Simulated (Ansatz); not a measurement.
The parent structure is SiC (space group P6_3mc, No. 186; a = 3.078 Å, c = 10.076 Å).

One thing is altered: cell and atoms relaxed at a pressure of 1.8 GPa.

Levels (all Ansatz, a quantum-chemistry and plane-wave program, PAW, earlier PAW set): PBEsol (420 eV, no spin-orbit coupling); HSE06 (420 eV, no spin-orbit coupling).

The geometry is relaxed with PBEsol.

| Property | Value |
|---|---|
| PBEsol band gap | 2.12 eV |

Task: How does going to HSE06 change the band gap?

Result: The band gap increases by 1.03 eV (2.12 eV → 3.15 eV).

Single points use the geometry relaxed with PBEsol. The hybrid gap comes from the SCF mesh plus the semilocal run's edge points and a few special points and is an upper bound. Load acts through the strain it causes; cell and atoms are relaxed under it. Stability against distortions was not tested.
